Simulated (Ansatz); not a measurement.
**Sn, pressure series**

Consider Sn (space group I4_1/amd, No. 141; a = 5.8329 Å, c = 3.1581 Å).

Cell and atoms are relaxed at each pressure.

Computed with PBEsol (Ansatz, a quantum-chemistry and plane-wave program; PAW; 420 eV plane waves; scalar-relativistic without spin-orbit coupling).

```
pressure (GPa)  volume per atom (Å³/atom)
--------------  -------------------------
-2                                 27.951
-1                                 27.381
0                                  26.862
1.8                                26.073
4.2                                     ?
18                                 22.039
30                                 20.410
45                                 18.998
60                                 17.957
```

Task: Fit the third-order Birch–Murnaghan form P(V) = (3B₀/2)[(V₀/V)^(7/3) − (V₀/V)^(5/3)]·[1 + (3/4)(B₀′ − 4)((V₀/V)^(2/3) − 1)] (squares taken in P) to the rows shown and predict the withheld row.

Result: Least squares on the printed values gives V₀ = 26.872 Å³/atom, B₀ = 56.4 GPa, B₀′ = 4.8; this predicts 25.208 Å³/atom, and the run gives 25.195 Å³/atom, 0.013 lower.

Measured bulk modulus of Sn: 57.037 GPa (temperature not stated; as listed in Tao Chen et al., Physical Review Materials (2023)); the computed value is for a static lattice, so the two differ by thermal effects too.

Load acts through the strain it causes; cell and atoms are relaxed under it. Whether these cells are dynamically stable was not tested. Measured, Sn leaves this structure (for a body-centred tetragonal phase) near 8 GPa (temperature not stated; as listed in Olga Degtyareva, NATO science for peace and security series. B, Physics and biophysics (2010)).
